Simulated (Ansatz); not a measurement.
Input and output of a self-consistent single point for NbZn₃ (P4mm, 4 atoms in the cell) (Ansatz, a first-principles code).

Computed with LDA (PW92), default PAW files made with PBE (plane waves; Ansatz).

```
CELL_PARAMETERS angstrom
      3.89825     0.00000     0.00000
      0.00000     3.89825     0.00000
      0.00000     0.00000     3.89825
ATOMIC_POSITIONS crystal
  Nb 0.00000 0.00000 0.01283
  Zn 0.50000 0.00000 0.50000
  Zn 0.00000 0.50000 0.50000
  Zn 0.50000 0.50000 0.00000
```

Reference input (self-consistent single point, DFT, LDA (PW92), plane waves, default PAW files made with PBE): basis.ecutwfc = 420 eV; kpoints.mp_grid.grid = 7 7 7; hamiltonian.xc = lda; hamiltonian.pseudopotentials = {kind: paw} (the program's default PAW files); scf.occupations.method = gaussian; scf.occupations.width = 0.1 eV. This run's input differs from it in these lines:

Ansatz 0.2 input:
```diff
@@ -13,2 +13,3 @@
   ecutwfc: 420.0 eV
+  ecutrho_ratio: 2
 kpoints:
```

The program printed (abridged):

```
SCF iter   1: F=—  HF=-14182.115824 eV  |F-HF|=—  |Δ(HF+E_count)|=         —  Δρ=9.64e-3  dr2=7.68e-2  ethr=1.77e-3  ⟨swp⟩=5.5  Hψ=5396  notcnv=0
all-band conjugate gradients solve this SCF's bands
preconditioner: auto → Resta (q_TF=auto, 2.643 Å⁻¹)
SCF iter   2: F=—  HF=-14182.098546 eV  |F-HF|=—  |Δ(HF+E_count)|=   1.73e-2  Δρ=3.08e-3  dr2=5.17e-3  ethr=1.57e-4  ⟨swp⟩=1.4  Hψ=1577  notcnv=0
   [... lines left out ...]
SCF iter   4: F=—  HF=-14182.097140 eV  |F-HF|=—  |Δ(HF+E_count)|=   2.36e-4  Δρ=5.76e-4  dr2=2.36e-4  ethr=1.96e-6  ⟨swp⟩=2.0  Hψ=1944  notcnv=0
SCF iter   5: F=—  HF=-14182.097037 eV  |F-HF|=—  |Δ(HF+E_count)|=   1.03e-4  Δρ=1.51e-4  dr2=1.36e-5  ethr=4.82e-7  ⟨swp⟩=2.0  Hψ=1956  notcnv=0
SCF iter   6: F=—  HF=-14182.097033 eV  |F-HF|=—  |Δ(HF+E_count)|=   4.14e-6  Δρ=5.02e-5  dr2=8.13e-7  ethr=2.77e-8  ⟨swp⟩=2.0  Hψ=1970  notcnv=0
SCF iter   7: F=-14182.097032 eV  HF=-14182.097032 eV  |F-HF|=1.32e-8  |Δ(HF+E_count)|=   7.94e-7  Δρ=5.45e-6  dr2=1.72e-8  ethr=2.04e-10  ⟨swp⟩=8.9  Hψ=5969  notcnv=0
SCF 1 converged in 7 iterations: F = -14182.097032 eV  dr2 = 1.72e-8
Free energy (F): -14182.097032 eV
Internal energy: -14182.093965 eV  (E = F + TS)
E sigma→0 (E₀):  -14182.095499 eV
Entropy (-TS):   -0.003067 eV (-0.767 meV/atom)
Fermi energy:    13.356735 eV
--- Forces (eV/Å), atoms counted from 1 ---
  atom   1  Nb     0.00000000     0.00000000    -0.55054273
  atom   2  Zn    -0.00000000     0.00000000     0.25157616
  atom   3  Zn    -0.00000000     0.00000000     0.25157616
  atom   4  Zn    -0.00000000     0.00000000     0.04737618
--- Stress (GPa, compression-positive) ---
       -5.835568       0.000000      -0.000000
        0.000000      -5.835568       0.000000
       -0.000000       0.000000      -5.848680
  P = ⅓ Tr σ = -5.8399 GPa (-58.399 kbar)
  The stress holds the Pulay correction, which leaves out the density cutoff's part. Without it, at fixed plane waves, as pw.x and ABINIT print it …
settings of this run that can trade accuracy for cost: basis.ecutrho_ratio < 4. Do not mix this run's numbers with those of runs without the same settings …
```

The run converged in 7 iterations. Against the reference run the free energy falls by 7.6 meV/atom, the pressure goes from -6.36 to -5.84 GPa and the largest force moves little (0.549 to 0.551 eV/Å). The full log also holds: “WARN basis.ecutrho_ratio = 2 (ecutrho = 840 eV) is below the records' recommended cutoff”.

The starting cell comes from a database of computed structures (which also holds hypothetical and non-ambient phases and stackings), without a prior relaxation at this level. Its lattice was rescaled by up to half a per cent. One atom was moved a little off its site on purpose. Spin polarisation is off. Ansatz's pressure includes its estimate of the finite-basis (Pulay) stress. The cutoff lies below the one recommended for these files.
